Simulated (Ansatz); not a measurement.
Consider WC (space group P-6m2, No. 187; a = 2.8991 Å, c = 2.8268 Å; relaxed with 0.1 eV smearing). Axes: x lies along a and z along c of the hexagonal cell.

Method: PBEsol, PAW, 420 eV (Ansatz, a program for electronic structure; no SOC).

Base values:

| Quantity | Value |
|---|---|
| Band gap | zero |

Now apply this change: the cell is stretched by 3.00 % along x with no lateral relaxation; the atoms relax in the strained cell.

Question: What happens to the band gap and energy relative to the base?

Answer: The band gap stays zero; the energy rises by 20 meV/atom.

Whether these cells are dynamically stable was not tested. The final runs are not spin-polarised.
